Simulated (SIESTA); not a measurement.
A self-consistent single point of PdAu3 (P1, 4 atoms in the cell) with SIESTA.

Method: LDA PW92, numerical atomic orbitals DZP, PseudoDojo LDA standard norm-conserving potentials (rewritten from UPF to PSML) (SIESTA 5.4.2).

```yaml
crystal:
  lattice:
    - [-2.05260, 2.05260, 4.00265]
    - [2.05260, -2.05260, 4.00265]
    - [2.05260, 2.05260, -4.00265]
  atoms:
    - { symbol: Pd, position: [0.96939, 0.00369, 0.98641] }
    - { symbol: Au, position: [0.76710, 0.22851, 0.49291] }
    - { symbol: Au, position: [0.26087, 0.76775, 0.52682] }
    - { symbol: Au, position: [0.50264, 0.50005, 0.99385] }
```

Reference input (self-consistent single point, DFT, GGA PBEsol, numerical atomic orbitals DZP, PseudoDojo PBEsol standard norm-conserving potentials (rewritten from UPF to PSML)): XC.functional = GGA; XC.authors = PBEsol; potentials = PseudoDojo PBEsol standard; PAO.BasisSize = DZP; PAO.EnergyShift = 0.01 Ry; MeshCutoff = 400 Ry; kgrid.MonkhorstPack = 5 5 6; OccupationFunction = MP; OccupationMPOrder = 0; ElectronicTemperature = 0.05 eV; MaxSCFIterations = 150; SCF.Mixer.Method = Broyden. This run's input differs from it in these lines:

```diff
@@ -1,2 +1,2 @@
-# files in the folder: Pd.psml Au.psml (PseudoDojo PBEsol standard)
+# files in the folder: Pd.psml Au.psml (PseudoDojo LDA standard)
 SystemName  PdAu3
@@ -24,4 +24,4 @@
 
-XC.functional                GGA
-XC.authors                   PBEsol
+XC.functional                LDA
+XC.authors                   PW92
 PAO.BasisSize                DZP
```

The program printed (abridged):

```
        iscf     Eharris(eV)        E_KS(eV)     FreeEng(eV)     dDmax    Ef(eV) dHmax(eV)
   scf:    1   -15611.825702   -15680.667472   -15680.670883  1.516704 -0.634237 19.165919
   scf:    2   -15721.967496   -15710.572289   -15710.575062  0.782871 -1.868104  6.091628
   scf:    3   -15714.341434   -15712.680895   -15712.684149  0.185169 -2.341698  2.788598
   scf:    4   -15713.596695   -15713.314268   -15713.317098  0.142393 -2.741766  0.159193
   scf:    5   -15713.315075   -15713.314950   -15713.317741  0.006338 -2.762529  0.032247
   [... 5 lines left out ...]
   scf:   11   -15713.315173   -15713.315172   -15713.318110  0.000018 -2.779540  0.000283
   scf:   12   -15713.315173   -15713.315172   -15713.318110  0.000015 -2.779585  0.000206
   scf:   13   -15713.315173   -15713.315173   -15713.318110  0.000011 -2.779613  0.000158
   scf:   14   -15713.315173   -15713.315173   -15713.318110  0.000009 -2.779633  0.000120
SCF Convergence by DM+H criterion
max |DM_out - DM_in|         :     0.0000086957
max |H_out - H_in|      (eV) :     0.0001196568
SCF cycle converged after 14 iterations

Using DM_out to compute the final energy and forces

siesta: E_KS(eV) =           -15713.3152

siesta: E_KS - E_eggbox =    -15713.3152

siesta: Atomic forces (eV/Ang):
     1   -0.498019    0.805926    0.477282
     2    1.168503   -0.395619   -0.104708
     3   -0.834098   -0.352677   -0.228333
     4    0.154730   -0.054404   -0.143747
   Tot   -0.008884    0.003226    0.000493
   Max    1.168503
   Res    0.546048    sqrt( Sum f_i^2 / 3N )
   Max    1.168503    constrained

Stress tensor Voigt[x,y,z,yz,xz,xy] (kbar):      113.50      107.74      105.47       -2.76       -3.25        4.13
(Free)E + p*V (eV/cell)   -15717.9032
   [... lines left out ...]
siesta: FreeEng =    -15713.318110
siesta: Cell volume =         67.455328 Ang**3
siesta:        -108.90402295        -76.38438582  kBar
   [... lines left out ...]
              0.205   1.721   1.643   1.770   1.646   1.686   0.138   0.169

              0.125   0.168   0.183

mulliken: Qtot =       75.000

Mulliken Atomic Populations:
Atom #   charge [q] valence [e]  Species
     1    -0.603536   18.603536  Pd
     2     0.219603   18.780397  Au
     3     0.217216   18.782784  Au
     4     0.166718   18.833282  Au
 Total    -0.000000
```

The run converged in 14 iterations. Against the reference run the pressure goes from -5.77 to -10.89 GPa and the largest force goes from 1.311 to 1.238 eV/Å.

The starting cell comes from a database of computed structures (which also holds hypothetical and non-ambient phases and stackings), without a prior relaxation at this level. Its atoms were displaced at random from the sites of space group no. 139. Spin polarisation is off. Values carry the incompleteness of an atom-centred basis. With a pressure of about -11 GPa the cell is away from its equilibrium volume at this level. Forces in this geometry exceed 1 eV/Å.

Cost on one core of a shared machine: roughly 40 s.
